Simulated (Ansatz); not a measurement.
BeS, pressure series

Consider BeS in the zinc blende structure (space group F-43m, No. 216; a = 4.869 Å).

Cell and atoms are relaxed at each pressure.

Calculations: r2SCAN/PAW in Ansatz (a quantum-chemistry and plane-wave program), without spin-orbit coupling.

```
pressure (GPa)  volume per atom (Å³/atom)
--------------  -------------------------
-2                                 14.735
-1                                 14.576
0                                  14.424
1.8                                14.168
9                                  13.322
18                                 12.519
30                                      ?
45                                 10.942
60                                 10.344
```

### Question
Fit the third-order Birch–Murnaghan form P(V) = (3B₀/2)[(V₀/V)^(7/3) − (V₀/V)^(5/3)]·[1 + (3/4)(B₀′ − 4)((V₀/V)^(2/3) − 1)] (squares taken in P) to the rows shown and predict the withheld row.

### Answer
Least squares on the printed values gives V₀ = 14.424 Å³/atom, B₀ = 97.8 GPa, B₀′ = 3.7; this predicts 11.708 Å³/atom, and the run gives 11.708 Å³/atom, in agreement.

Load acts through the strain it causes; cell and atoms are relaxed under it. Stability against distortions was not tested. Competing high-pressure phases were not computed.
